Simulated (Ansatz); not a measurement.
Cost and result by functional for the surface energy of the (21-30) surface of hcp Hf in its 1x1 cell, outermost plane spacing 0.35 Å in the ideal cut, in Ansatz (plane waves, PAW). Single points on the PBE structure, on one kind of machine; costs are rough ratios of the slab run's core time (references not counted) to the cheapest single point. r2SCAN's cost holds its higher cutoff (500 against 420 eV). Differences are taken against r2SCAN for comparison alone: no measured value is at hand, so the table doesn't rank accuracy.

Slab: 22 atoms, 10.8 Å thick at the start; k 8x5x1, smearing 0.1 eV, dipole-corrected; all atoms relaxed; symmetry of the start imposed; no spin, no spin-orbit, no U. These notes are the PBE run's.

```tsv
functional	relative cost	surface energy (J/m²)	less r2SCAN (J/m²)
RPBE	1	1.76	-0.30
LDA	1	2.11	0.06
PBEsol	1	2.06	0.00
r2SCAN	2	2.06	0.00
PBE (the relaxed run's value)	–	1.88	-0.17
```

The values span 0.35 J/m², while the single points' costs differ by a factor of roughly 2. Differences are of unrounded values.

Ansatz is a first-principles code.
